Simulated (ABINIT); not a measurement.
## Worked example: self-consistent single point of Hf3Al4C6 (R-3m, 13 atoms in the cell) in ABINIT

Computed with LDA (PW92), PAW (JTH v2.0 LDA PAW) (plane waves; ABINIT).

Input as run:

```
# Hf3(Al2C3)2, JTH v2.0 LDA PAW
pp_dirpath "./"
pseudos "Hf.LDA_PW-JTH.xml, Al.LDA_PW-JTH.xml, C.LDA_PW-JTH.xml"
acell 31.0219695811 31.0219695811 31.0219695811
rprim
         0.1013854208    0.0585349000    0.9931236891
        -0.1013854208    0.0585349000    0.9931236891
         0.0000000000   -0.1170698000    0.9931236891
natom 13
ntypat 3
znucl 72 13 6
typat 1 1 1 2 2 2 2 3 3 3 3 3 3
xred
         0.6124330000    0.6124330000    0.6124330000
         0.3875670000    0.3875670000    0.3875670000
         0.0000000000    0.0000000000    0.0000000000
         0.2322900000    0.2322900000    0.2322900000
         0.7677100000    0.7677100000    0.7677100000
         0.8524070000    0.8524070000    0.8524070000
         0.1475930000    0.1475930000    0.1475930000
         0.3059200000    0.3059200000    0.3059200000
         0.6940800000    0.6940800000    0.6940800000
         0.1924300000    0.1924300000    0.1924300000
         0.8075700000    0.8075700000    0.8075700000
         0.0824200000    0.0824200000    0.0824200000
         0.9175800000    0.9175800000    0.9175800000
ecut 21
pawecutdg 42
pawxcdev 0
occopt 7
tsmear 0.00367493
nband 46
kptopt 1
ngkpt 6 6 6
nshiftk 1
shiftk 0 0 0
nstep 60
tolvrs 1.0e-10
prtwf 0
prtden 0
prtvol 1
enunit 1
```

The program printed (abridged):

```
 Symmetries : space group R-3 m (#166); Bravais hR (rhombohedral)

 -outvars: echo values of preprocessed input variables --------
            acell      3.1021969581E+01  3.1021969581E+01  3.1021969581E+01 Bohr
             ecut      2.10000000E+01 Hartree
           enunit           1
              ixc       -1012
         kptrlatt        6    0    0      0    6    0      0    0    6
          kptrlen      3.77421053E+01
            natom          13
            nband          46
            ngfft         128     128     128
          ngfftdg         192     192     192
             nkpt          32
            nstep          60
             nsym          12
           ntypat           3
           occopt           7
        pawecutdg      4.20000000E+01 Hartree
         pawxcdev           0
            rprim      1.0138542080E-01  5.8534900000E-02  9.9312368910E-01
                      -1.0138542080E-01  5.8534900000E-02  9.9312368910E-01
                       0.0000000000E+00 -1.1706980000E-01  9.9312368910E-01
          spgroup         166
           tolvrs      1.00000000E-10
           tsmear      3.67493000E-03 Hartree
            typat      1  1  1  2  2  2  2  3  3  3  3  3  3
           useylm           1
             xred      6.1243300000E-01  6.1243300000E-01  6.1243300000E-01
                       3.8756700000E-01  3.8756700000E-01  3.8756700000E-01
                       0.0000000000E+00  0.0000000000E+00  0.0000000000E+00
                       2.3229000000E-01  2.3229000000E-01  2.3229000000E-01
                       7.6771000000E-01  7.6771000000E-01  7.6771000000E-01
                       8.5240700000E-01  8.5240700000E-01  8.5240700000E-01
                       1.4759300000E-01  1.4759300000E-01  1.4759300000E-01
                       3.0592000000E-01  3.0592000000E-01  3.0592000000E-01
                       6.9408000000E-01  6.9408000000E-01  6.9408000000E-01
                       1.9243000000E-01  1.9243000000E-01  1.9243000000E-01
                       8.0757000000E-01  8.0757000000E-01  8.0757000000E-01
                       8.2420000000E-02  8.2420000000E-02  8.2420000000E-02
                       9.1758000000E-01  9.1758000000E-01  9.1758000000E-01
            znucl       72.00000   13.00000    6.00000

== DATASET  1 ==================================================================

 Real(R)+Recip(G) space primitive vectors, cartesian coordinates (Bohr,Bohr^-1):
 R(1)=  3.1451754  1.8158679 30.8086529  G(1)=  0.1589736  0.0917835  0.0108195
 R(2)= -3.1451754  1.8158679 30.8086529  G(2)= -0.1589736  0.0917835  0.0108195
 R(3)=  0.0000000 -3.6317358 30.8086529  G(3)=  0.0000000 -0.1835670  0.0108195
 Unit cell volume ucvol=  1.0557305E+03 bohr^3
 Angles (23,13,12)=  1.16379095E+01  1.16379095E+01  1.16379095E+01 degrees

 Coarse grid specifications (used for wave-functions):

 getcut: wavevector=  0.0000  0.0000  0.0000  ngfft= 128 128 128
         ecut(hartree)=     21.000   => boxcut(ratio)=   2.00097

 Fine grid specifications (used for densities):

 getcut: wavevector=  0.0000  0.0000  0.0000  ngfft= 192 192 192
         ecut(hartree)=     42.000   => boxcut(ratio)=   2.12150

   2.03255681E+04                                ecore*ucvol(ha*bohr**3)

_setup2: Arith. and geom. avg. npw (full set) are    4850.486    4850.426

--- !BeginCycle
solver: {iscf: 17, nstep: 60, nline: 4, wfoptalg: 10, }
tolerances: {tolvrs: 1.00E-10, }
...

     iter   Etot(hartree)      deltaE(h)  residm     nres2
 ETOT  1  -191.72751908987    -1.917E+02 1.822E+00 1.912E+03
 ETOT  2  -194.21782491925    -2.490E+00 5.324E-02 2.426E+02
 ETOT  3  -194.20205044524     1.577E-02 1.684E-02 4.591E+01
 ETOT  4  -194.19877468782     3.276E-03 9.294E-03 3.617E+00
 ETOT  5  -194.19849006694     2.846E-04 4.557E-03 3.884E-01
 ETOT  6  -194.19848768429     2.383E-06 4.298E-03 4.674E-02
   [... 6 lines left out ...]
 ETOT 13  -194.19848319164    -5.997E-11 3.358E-04 8.668E-07
 ETOT 14  -194.19848319153     1.132E-10 4.068E-04 4.157E-08
 ETOT 15  -194.19848319156    -3.243E-11 2.173E-04 7.208E-09
 ETOT 16  -194.19848319155     1.211E-11 2.559E-04 1.800E-09
 ETOT 17  -194.19848319153     1.538E-11 1.400E-04 7.348E-11

 At SCF step   17       nres2   =  7.35E-11 < tolvrs=  1.00E-10 =>converged.

 Cartesian components of stress tensor (hartree/bohr^3)
  sigma(1 1)=  3.41871694E-04  sigma(3 2)=  0.00000000E+00
  sigma(2 2)=  3.41871688E-04  sigma(3 1)=  0.00000000E+00
  sigma(3 3)=  2.88511866E-04  sigma(2 1)=  0.00000000E+00

 ----iterations are completed or convergence reached----

 reduced coordinates (array xred) for   13 atoms
       0.612433000000      0.612433000000      0.612433000000
       0.387567000000      0.387567000000      0.387567000000
       0.000000000000      0.000000000000      0.000000000000
       0.232290000000      0.232290000000      0.232290000000
       0.767710000000      0.767710000000      0.767710000000
       0.852407000000      0.852407000000      0.852407000000
       0.147593000000      0.147593000000      0.147593000000
       0.305920000000      0.305920000000      0.305920000000
       0.694080000000      0.694080000000      0.694080000000
       0.192430000000      0.192430000000      0.192430000000
       0.807570000000      0.807570000000      0.807570000000
       0.082420000000      0.082420000000      0.082420000000
       0.917580000000      0.917580000000      0.917580000000
 cartesian forces (eV/Angstrom) at end:
    1      0.00000000000000     0.00000000000000     0.14760412443303
    2      0.00000000000000    -0.00000000000000    -0.14760412443303
    3      0.00000000000000     0.00000000000000    -0.00000000000000
    4      0.00000000000000     0.00000000000000     0.29051682595907
    5     -0.00000000000000     0.00000000000000    -0.29051682595907
    6     -0.00000000000000    -0.00000000000000    -0.06363644848086
    7      0.00000000000000     0.00000000000000     0.06363644848086
    8      0.00000000000000    -0.00000000000000    -0.02600529813784
    9      0.00000000000000     0.00000000000000     0.02600529813784
   10      0.00000000000000    -0.00000000000000    -0.08062201599815
   11      0.00000000000000     0.00000000000000     0.08062201599815
   12     -0.00000000000000     0.00000000000000     0.03893968986121
   13      0.00000000000000     0.00000000000000    -0.03893968986121
 frms,max,avg= 7.8095630E-02 2.9051683E-01   0.000E+00  0.000E+00  0.000E+00 e/A
 length scales= 31.021969581100 31.021969581100 31.021969581100 bohr
              = 16.416119267890 16.416119267890 16.416119267890 angstroms
 Fermi (or HOMO) energy (eV) =   4.05443   Average Vxc (eV)= -11.60712
 Eigenvalues (   eV  ) for nkpt=  32  k points:
 kpt#   1, nband= 46, wtk=  0.00463, kpt=  0.0000  0.0000  0.0000 (reduced coord)
 -57.15857  -57.15780  -56.87803  -26.10110  -25.97601  -25.65132  -25.65132  -25.64862
 -25.64862  -25.53505  -25.38750  -25.38750   -8.90480   -8.16304   -7.98274   -6.62388
  -6.57535   -4.98375   -2.36454   -0.77367   -0.36934    1.36332    1.36332    2.05684
   2.05684    2.28223    2.46778    3.21658    3.21658    3.48751    3.48751    4.08998
   4.08998    4.61381    4.61381    4.72765    5.73754    5.73754    6.01164    6.65165
   6.65165    7.01726    7.86569    8.18931    8.18972    8.44493
 prteigrs : prtvol=0 or 1, do not print more k-points.

--- !EnergyTerms
comment             : Components of total free energy in Hartree
kinetic             :  3.94213587765425E+01
hartree             :  1.03426081299784E+02
xc                  : -4.41608943738143E+01
Ewald energy        : -8.35463432353997E+01
psp_core            :  1.92526097819815E+01
local_psp           : -1.76312535775350E+02
spherical_terms     : -5.22779631682403E+01
internal            : -1.94197686694497E+02
'-kT*entropy'       : -7.96512991297699E-04
total_energy        : -1.94198483207488E+02
total_energy_eV     : -5.28440947158872E+03
...

-Cartesian components of stress tensor (GPa)         [Pressure= -9.5349E+00 GPa]
- sigma(1 1)=  1.00582108E+01  sigma(3 2)=  0.00000000E+00
- sigma(2 2)=  1.00582106E+01  sigma(3 1)=  0.00000000E+00
- sigma(3 3)=  8.48831071E+00  sigma(2 1)=  0.00000000E+00

 Calculation completed.
```

The run converged in 17 iterations.

The starting cell comes from a database of computed structures (which also holds hypothetical and non-ambient phases and stackings), without a prior relaxation at this level. With a pressure of about -10 GPa the cell is away from its equilibrium volume at this level.

Cost on one core of a shared machine: roughly 60 min.
